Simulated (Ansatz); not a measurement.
An Ansatz (a quantum-chemistry and plane-wave program) input (LDA (Ansatz; PAW; 420 eV plane waves; spin-orbit coupling left out)):

Ansatz 0.2 input:
```yaml
crystal:
  lattice:
    - [0, 2.5646156811, 2.5261464459]
    - [2.5646156811, 0, 2.5261464459]
    - [2.5646156811, 2.5646156811, 0]
  atoms:
    - { symbol: Mg, position: [0, 0, 0] }
    - { symbol: S, position: [0.5, 0.5, 0.5] }
basis: { ecutwfc: 420, ecutrho_ratio: 4, xc_grid: 2, fft_grid_basis: typed }
kpoints: { mp_grid: { grid: [11, 11, 11] } }
hamiltonian:
  xc: lda
  dispersion: none
  pseudopotentials: { kind: paw }
scf: { occupations: { method: fermi_dirac, width: 0.05 }, convergence: { dr2_threshold: 0.0000000002 } }
relax: { f_tol: 0.005, max_steps: 50 }
output: { forces: true, stress: true }
checkpoint: { write: state.ck, write_every: 1000 }
```

Q: Which symmetry and how many k-points will the program report, and about how many plane waves at Γ?

A: Space group I4/mmm (ITA 139) with 16 operations, k-points 126 of 1331, and 637 plane waves at Γ.

Q: And the final pressure?

A: 1.33 GPa (compression positive).

The cells carry an imposed strain or load. Stability against distortions was not tested. The cell was made from MgS in the rock salt structure (space group Fm-3m, No. 225) by this change: uniaxial strain ε_zz = −1.50 %.
